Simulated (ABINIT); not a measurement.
Band structure of NbN (Fm-3m, 2 atoms in the cell).

```yaml
crystal:
  lattice:
    - [0.00000, 2.21444, 2.21444]
    - [2.21444, 0.00000, 2.21444]
    - [2.21444, 2.21444, 0.00000]
  atoms:
    - { symbol: Nb, position: [0.50000, 0.50000, 0.50000] }
    - { symbol: N, position: [0.00000, 0.00000, 0.00000] }
```

Method: PBE, norm-conserving pseudopotentials (PseudoDojo nc-sr-05 PBE standard) (plane waves; ABINIT 10.0.3).

Settings: pseudos = [Nb.upf, N.upf]; ecut = 84 Ry; occopt = 7; tsmear = 0.00183747 Ha; ngkpt = 13 13 13; nshiftk = 1; shiftk = 0 0 0; potentials = PseudoDojo nc-sr-05 PBE standard; kptopt = 1; nstep = 100; tolvrs1 = 1e-12; ndtset = 2; getden2 = 1.

The starting cell comes from a database of computed structures (which also holds hypothetical and non-ambient phases and stackings), without a prior relaxation at this level. Its lattice was rescaled by a random factor within 2.5 % of one. Spin polarisation is off.

Levels in eV from the Fermi level, bands 6 to 13:
```csv
point,6,7,8,9,10,11,12,13
Γ,-3.31,-3.31,-3.31,-1.98,-1.98,-1.98,-0.17,-0.17
X,-5.75,-4.93,-3.99,-3.99,1.50,2.64,2.64,3.79
W,-6.59,-5.98,-5.98,-0.14,-0.14,2.65,3.23,4.38
K,-6.74,-5.96,-5.57,-1.89,1.88,2.05,3.85,4.23
L,-9.00,-6.95,-6.95,1.38,1.38,1.86,4.45,6.51
U,-6.74,-5.96,-5.57,-1.89,1.88,2.05,3.85,4.23
```

Bands cross the Fermi level along this path, so the cell is metallic at this level.
